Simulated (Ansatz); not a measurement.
The parent structure is ZrSi2 (space group Cmcm, No. 63; a = 3.705 Å, b = 14.795 Å, c = 3.679 Å). Axes: x, y, z lie along a, b, c of the conventional cell.

All numbers come from plane-wave PAW DFT at the PBE level (Ansatz, a program for electronic structure, 420 eV), no spin-orbit coupling, earlier PAW set.

Base values:

- Pressure = 0.0 GPa
- Shortest interatomic distance = 2.420 Å

Perturbation: tensile biaxial strain of 0.29 % in the plane normal to [001], as in epitaxy on a mismatched substrate; the out-of-plane cell vector and the atoms relax.

**Question.** Predict the new pressure, energy relative to the base and shortest interatomic distance.

**Answer.** The pressure (mean of the normal stresses, compression positive) goes from zero to -0.5 GPa; the energy stays essentially unchanged; the shortest interatomic distance stays 2.420 Å.

Without a gap, meshes like the base's 13×13×13 leave anisotropic stresses uncertain by several tenths of a GPa, and small strain energies with them. Stability against distortions was not tested. The final runs are not spin-polarised.
